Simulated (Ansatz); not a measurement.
Take ScAl₃ in the Cu3Au type structure (space group Pm-3m, No. 221; relaxed with 0.1 eV smearing) as the base.

```
CELL_PARAMETERS angstrom
      4.03268     0.00000     0.00000
      0.00000     4.03268     0.00000
      0.00000     0.00000     4.03268
ATOMIC_POSITIONS crystal
  Sc 0.00000 0.00000 0.00000
  Al 0.00000 0.50000 0.50000
  Al 0.50000 0.00000 0.50000
  Al 0.50000 0.50000 0.00000
```

Cartesian axes are those of the cell as printed.

Method: LDA (Ansatz, a quantum-chemistry and plane-wave program; PAW; 420 eV plane waves; no spin-orbit coupling).

Now apply this change: uniaxial strain ε_zz = +1.80 %, all other strain components held at zero, atoms relaxed at fixed cell.

Q: Predict the stress tensor and what it implies for the stiffness.

A: Stress of the strained cell less that of the base (GPa, compression positive):
```
   -0.7     0.0     0.0
    0.0    -0.7     0.0
    0.0     0.0    -3.4
```

Then −Δσ_ii/ε with ε = 0.0180 gives secant stiffness values (nonlinear terms included at this strain): C33 ≈ 190 GPa, C13 ≈ 41 GPa and C23 ≈ 41 GPa.

Stability against distortions was not tested. The final runs are not spin-polarised.
